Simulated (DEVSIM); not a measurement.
System: Si p-i-n diode, at 300 K.

Layer 1 from the left is Si, thickness (μm) 0.270, Na (cm⁻³) 3.4e17, τn (s) 0.0001, τp (s) 0.0001. Layer 2 from the left is Si, thickness (μm) 13.0, Nd (cm⁻³) 1.6e11, τn (s) 0.0001, τp (s) 3e-6. Layer 3 from the left is Si, thickness (μm) 0.920, Nd (cm⁻³) 8.4e18, τn (s) 0.0001, τp (s) 0.0001.

Left contact: ohmic. Right contact: ohmic. Voltage is applied to the left contact. Recombination: SRH at mid-gap, radiative. Mobility is constant in doping.

This is a model device: material constants are rounded textbook-type values typed into the input, and sizes, dopings and lifetimes were drawn at random. Values at 300 K.

Si: gap (eV) 1.124, affinity (eV) 4.05, permittivity 11.7, Nc (cm⁻³) 2.86e19, Nv (cm⁻³) 3.1e19, μn (cm²/Vs) 1417, μp (cm²/Vs) 470, B (cm³/s) 4.7e-15.

Model (solved in DEVSIM): 1D drift-diffusion, Boltzmann statistics, complete ionisation; no tunnelling, impact ionisation, image-force lowering or self-heating.

Task: What does the simulation give for the potential step across the device at zero bias, the dark forward voltage at 100 A/cm², the dark forward voltage at 1 A/cm²?

Result: potential step across the device at zero bias 0.976 V; dark forward voltage at 100 A/cm² 0.755 V; dark forward voltage at 1 A/cm² 0.607 V.
